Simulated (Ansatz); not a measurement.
Partial pair distribution functions of a relaxed model of amorphous Al28O43K2, broadened by 0.06 Å; density 3.04 g/cm³. Calculation: PBE, scalar-relativistic without spin-orbit coupling (plane waves to 420 eV, PAW; Ansatz, a program for electronic structure).

The cell was made by melting and quenching with the CHGNet potential and then relaxed with DFT. O atoms were pushed apart under 1.9 Å during the dynamics, to hinder bonds among them. The hot cell started wider than the set density and was brought back towards it in steps. It is the lowest in DFT energy of 2 quenches. It is a model cell: composition and starting density were chosen by hand, and all elements were melted together. No dispersion term was used. Its density started from a set value of 3.04 and ended at 3.04 g/cm³. The simulated quench (nominally 340 K/ps over its main leg) is rapid and tends to freeze in more defects than a deposited or slowly cooled glass has. One small periodic cell is one sample of the glass; other quenches scatter about these values. Volume and shape were free in the relaxation.

```tsv
r (Å)	g Al-O	g O-K	g Al-Al	g O-O
1.50	0.00	0.00	0.00	0.00
1.60	0.22	0.00	0.00	0.00
1.70	3.40	0.00	0.00	0.00
1.80	8.30	0.00	0.00	0.00
1.90	6.04	0.00	0.00	0.00
2.00	1.91	0.00	0.00	0.00
2.10	0.49	0.00	0.00	0.00
2.20	0.38	0.00	0.00	0.01
2.30	0.13	0.00	0.00	0.14
2.40	0.00	0.00	0.00	0.51
2.50	0.01	0.07	0.12	1.29
2.60	0.10	0.73	0.48	2.33
2.70	0.15	2.00	1.10	2.72
2.80	0.19	3.19	1.68	2.84
2.90	0.41	3.59	2.07	3.08
3.00	0.44	1.44	2.01	2.16
3.10	0.58	1.25	2.45	1.37
3.20	0.71	1.16	2.78	1.06
3.30	0.89	0.72	2.39	0.83
3.40	0.96	1.11	2.24	0.61
3.50	1.19	0.44	1.45	0.50
3.60	1.08	0.24	0.88	0.43
3.70	1.00	0.75	0.43	0.59
3.80	1.28	0.24	0.51	0.66
3.90	1.19	0.57	0.60	0.64
4.00	1.08	0.87	0.56	0.45
4.10	1.30	0.79	0.23	0.44
4.20	1.51	0.70	0.32	0.48
4.30	1.60	1.46	0.52	0.54
4.40	1.54	2.22	0.54	0.72
4.50	1.46	1.15	0.83	0.97
```

Within 2.38 Å each Al has 4.64 O neighbours on average.
